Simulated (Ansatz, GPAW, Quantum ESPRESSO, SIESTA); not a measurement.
I (Cmce, 4 atoms in the cell) computed with different codes at matched settings

Self-consistent single point.

```xyz
4
Lattice="2.4029 -3.6470 0.0000 2.4029 3.6470 0.0000 0.0000 0.0000 9.8223" Properties=species:S:1:pos:R:3 pbc="T T T"
I      4.0657     0.0000     8.6731
I      3.1430     0.0000     3.7619
I      1.6628     0.0000     6.0604
I      0.7401     0.0000     1.1492
```

Shared settings, as Ansatz (an electronic-structure program) writes them: kpoints.mp_grid.grid = 6 6 3; scf.occupations.method = fermi_dirac; scf.occupations.width = 0.01 eV. Potentials and cutoffs stand in the table.

```
code                                                                                                                                model  pressure (GPa)  largest force (eV/Å)  gap on the mesh (eV)       cutoff
----------------  -----------------------------------------------------------------------------------------------------------------------  --------------  --------------------  --------------------  -----------
Quantum ESPRESSO                                                                           PBE, GBRV 1.5 ultrasoft (PBE) pseudopotentials            0.82                 0.424                 1.203        40 Ry
GPAW                                                                                         PBE, GPAW PAW datasets PBE (gpaw-data 1.0.1)            0.99                 0.519                 1.186       550 eV
Ansatz                                                                                                                     PBE, PAW files            0.78                 0.410                 1.201       420 eV
SIESTA            GGA PBE, numerical atomic orbitals DZP, PseudoDojo PBE standard norm-conserving potentials (rewritten from UPF to PSML)           -0.92                 0.989                 1.060  grid 300 Ry
```

Gaps are read on the mesh.

On Ansatz's run: spin-orbit coupling is off.

The spread over the programs that give each value: pressure within 1.91 GPa; largest force within 0.579 eV/Å; gap on the mesh within 0.143 eV.

SIESTA uses small atom-centred bases, whose incompleteness enters pressures, forces and empty levels differently from a plane-wave cutoff. Ansatz's pressure is given at a fixed set of plane waves, as the other plane-wave codes print theirs. In the pressure, SIESTA (by 1.74) lies more than 1 GPa from the median of the plane-wave programs. In the gap, SIESTA (by 0.141) lies more than 0.12 eV from the median of the plane-wave programs. In the force vectors, GPAW (by 0.097) and SIESTA (by 0.568) lie more than 0.08 eV/Å from the median of the plane-wave programs.

On the base mesh (4 4 2) the same programs gave: Ansatz pressure 0.80 GPa, gap on the mesh 1.163 eV; Quantum ESPRESSO pressure 0.84 GPa, gap on the mesh 1.163 eV; GPAW pressure 1.01 GPa, gap on the mesh 1.155 eV; SIESTA pressure -0.90 GPa, gap on the mesh 1.060 eV.

The starting cell has typed, rounded lattice constants, without a prior relaxation at this level. Its lattice was rescaled by a random factor within 2.5 % of one.

Left out of this page: CP2K (on another mesh).

Keys are those of Ansatz 0.2.
